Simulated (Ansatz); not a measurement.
## What uniaxial strain ε_zz = −2.40 % does to SiC

Base system: SiC in the wurtzite structure (space group P6_3mc, No. 186; a = 3.092 Å, c = 5.074 Å). Axes: x lies along a and z along c of the hexagonal cell.

Modification: the cell is compressed by 2.40 % along z with no lateral relaxation, atoms relaxed at fixed cell.

Level of theory: DFT with PBE, PAW potentials and a 420 eV plane-wave cutoff in Ansatz (an electronic-structure program), no spin-orbit coupling. Settings: 12×12×7 k-points, 0.05 eV Fermi–Dirac smearing.

| quantity | base | changed | shift |
|---|---|---|---|
| volume per atom | 10.50 Å³ | 10.25 Å³ | -0.25 Å³ |
| space group | P6_3mc (No. 186) | P6_3mc (No. 186) | – |
| shortest interatomic distance | 1.893 Å | 1.875 Å | -0.018 Å |
| energy relative to the base (free energy F) | 0 meV/atom | +10 meV/atom | +10 meV/atom |
| pressure (mean of the normal stresses, compression positive) | 0.00 GPa | 5.40 GPa | +5.40 GPa |
| band gap | 2.31 eV | 2.33 eV | +0.02 eV |
| gap character | indirect, Γ → K | indirect, Γ → K | – |
| smallest direct gap | 3.94 eV | 3.79 eV | -0.15 eV |
| width of the top valence band | 3.84 eV | 3.86 eV | +0.014 eV |
| electron mass | 0.27 mₑ along c, 0.44 mₑ across (at K) | 0.26 mₑ along z, 0.44 mₑ across (at K) | – |
| valence-band top at Γ (three highest levels, from the VBM) | 0.00, 0.00, -0.11 eV | 0.00, -0.12, -0.12 eV | – |
| valley order (the lowest conduction-band minima on the path, energy above the VBM, named in the base's zone) | – | K (1/3, 1/3, 0) 2.33 eV; M (1/2, 0, 0) 2.54 eV | – |
| stress (xx, yy, zz, yz, xz, xy; compression positive) | – | (1.41, 1.41, 13.37, 0.00, 0.00, 0.00) GPa | – |

Final structure:

```
CELL_PARAMETERS angstrom
      3.09195     0.00000     0.00000
     -1.54598     2.67771     0.00000
      0.00000     0.00000     4.95249
ATOMIC_POSITIONS crystal
  Si 0.33333 0.66667 0.99815
  Si 0.66667 0.33333 0.49815
  C  0.33333 0.66667 0.37685
  C  0.66667 0.33333 0.87685
```

Masses are band curvatures over ±0.01 Å⁻¹ around the edge. Gaps are read on the SCF mesh and a high-symmetry path. Stability against distortions was not tested.
